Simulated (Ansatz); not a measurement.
Consider Mg2Ge in the anti-fluorite structure (space group Fm-3m, No. 225; a = 6.4212 Å).

Level of theory: Kohn–Sham DFT with the PBE functional, run in Ansatz (an electronic-structure program) with PAW and 420 eV plane waves, no SOC.

Strains are applied to the cell and any free atomic positions relax.

One change was made to it. Results:

```tsv
quantity	base	after
band gap	0.17 eV	0.19 eV
gap character	indirect, Γ → X	indirect, Γ → X
smallest direct gap	0.95 eV	0.78 eV
hole mass (degenerate bands, along [100])	0.071, 0.35, 0.35 mₑ (at Γ)	0.060, 0.34, 0.34 mₑ (at Γ)
```

What was done to the base?
A) isotropic strain +0.50 %
B) isotropic strain +1.00 %
C) isotropic strain +2.00 %
D) isotropic strain −1.00 %

B, isotropic strain +1.00 %. For comparison, the smallest direct gap in the other runs: isotropic strain +0.50 % gives 0.87 eV; isotropic strain +2.00 % gives 0.63 eV; isotropic strain −1.00 % gives 1.12 eV.

Effective masses come from finite differences of ±0.01 Å⁻¹. Stability against distortions was not tested. A zero or small gap of Mg2Ge can be the functional's error rather than a property of the material.
